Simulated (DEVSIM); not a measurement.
Structure: illuminated InP p-on-n cell, one wavelength, at 300 K.

| layer (left to right) | material | thickness (μm) | Nd (cm⁻³) | Na (cm⁻³) | τn (s) | τp (s) | absorption coefficient (cm⁻¹) |
|---|---|---|---|---|---|---|---|
| 1 | InP | 0.160 | - | 1.6e18 | 1.8e-11 | 4.6e-11 | 30000 |
| 2 | InP | 2.20 | 2e17 | - | 6.1e-10 | 6.1e-10 | 30000 |

Left contact: ohmic, minority electron recombination velocity 1e6 cm/s. Right contact: ohmic, minority hole recombination velocity 3e6 cm/s. Voltage is applied to the left contact. Recombination: SRH at mid-gap, radiative, Auger. Light enters at the left, 1.9e18 photons cm⁻² s⁻¹, one pass, no reflection. Mobility is μmin + (μ − μmin)/(1 + (N/Nref)^α).

Constants are typed, rounded textbook-type inputs, not results; the design itself was drawn at random and stands for no fabricated device. Values at 300 K.

```tsv
parameter	InP
gap (eV)	1.344
affinity (eV)	4.38
permittivity	12.5
Nc (cm⁻³)	5.7e17
Nv (cm⁻³)	1.1e19
μn (cm²/Vs)	5200
μp (cm²/Vs)	170
μn,min	400
μp,min	10
Nref,n	3e17
Nref,p	4.9e17
αn	0.47
αp	0.62
B (cm³/s)	1.2e-10
Cn (cm⁶/s)	9e-31
Cp (cm⁶/s)	9e-31
```

DEVSIM, 1D drift-diffusion, Boltzmann statistics, complete ionisation; no tunnelling, impact ionisation, image-force lowering or self-heating.

Question: Give the dark forward current.

Answer: 
(V (V), J (A/cm²)): (0.05, 1.4e-9); (0.10, 4.9e-9); (0.15, 1.4e-8); (0.25, 1.1e-7); (0.30, 2.9e-7); (0.35, 7.8e-7); (0.40, 2.1e-6); (0.45, 5.8e-6); (0.55, 4.3e-5); (0.60, 0.00012); (0.65, 0.00033); (0.70, 0.00093); (0.80, 0.0082); (0.85, 0.027); (0.90, 0.11); (0.95, 0.49); (1.00, 2.7); (1.10, 100); (1.15, 650); (1.20, 3300)
